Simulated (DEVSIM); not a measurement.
Structure: abrupt Si p-n junction, at 300 K.

```csv
layer (left to right),material,thickness (μm),Nd (cm⁻³),Na (cm⁻³),τn (s),τp (s)
1,Si,0.450,-,2.1e15,0.00058,0.00058
2,Si,16.0,6.6e17,-,0.00058,0.00058
```

Left contact: ohmic. Right contact: ohmic. Voltage is applied to the left contact. Recombination: SRH at mid-gap. Mobility is μmin + (μ − μmin)/(1 + (N/Nref)^α).

This is a model device: material constants are rounded textbook-type values typed into the input, and sizes, dopings and lifetimes were drawn at random. Values at 300 K; Nc and Nv go as T^1.5, mobilities as T to minus their exponent, the gap by Varshni's rule with the affinity fixed.

```tsv
parameter	Si
gap (eV)	1.124
affinity (eV)	4.05
permittivity	11.7
Nc (cm⁻³)	2.86e19
Nv (cm⁻³)	3.1e19
μn (cm²/Vs)	1417
μp (cm²/Vs)	470
μn,min	52
μp,min	45
Nref,n	9.7e16
Nref,p	2.2e17
αn	0.68
αp	0.72
T exponent of μn	2.3
T exponent of μp	2.2
Varshni α (eV/K)	0.000473
Varshni β (K)	636
```

DEVSIM, 1D drift-diffusion, Boltzmann statistics, complete ionisation; no tunnelling, impact ionisation, image-force lowering or self-heating.

The temperature was swept, all else fixed.

```json
[
 {"temperature (K)": "250", "potential step across the device at zero bias (V)": "0.860", "dark forward voltage at 100 A/cm² (V)": "0.705", "largest field in the device at zero bias (V/cm)": "45000"},
 {"temperature (K)": "300", "potential step across the device at zero bias (V)": "0.778", "dark forward voltage at 100 A/cm² (V)": "0.599", "largest field in the device at zero bias (V/cm)": "48000"},
 {"temperature (K)": "350", "potential step across the device at zero bias (V)": "0.694", "dark forward voltage at 100 A/cm² (V)": "0.492", "largest field in the device at zero bias (V/cm)": "51000"},
 {"temperature (K)": "400", "potential step across the device at zero bias (V)": "0.606", "dark forward voltage at 100 A/cm² (V)": "0.382", "largest field in the device at zero bias (V/cm)": "53000"},
 {"temperature (K)": "450", "potential step across the device at zero bias (V)": "0.516", "dark forward voltage at 100 A/cm² (V)": "0.271", "largest field in the device at zero bias (V/cm)": "56000"},
 {"temperature (K)": "500", "potential step across the device at zero bias (V)": "0.424", "dark forward voltage at 100 A/cm² (V)": "0.160", "largest field in the device at zero bias (V/cm)": "58000"}
]
```

From the first row to the last the potential step across the device at zero bias goes from 0.860 to 0.424. From the first row to the last the dark forward voltage at 100 A/cm² goes from 0.705 to 0.160.
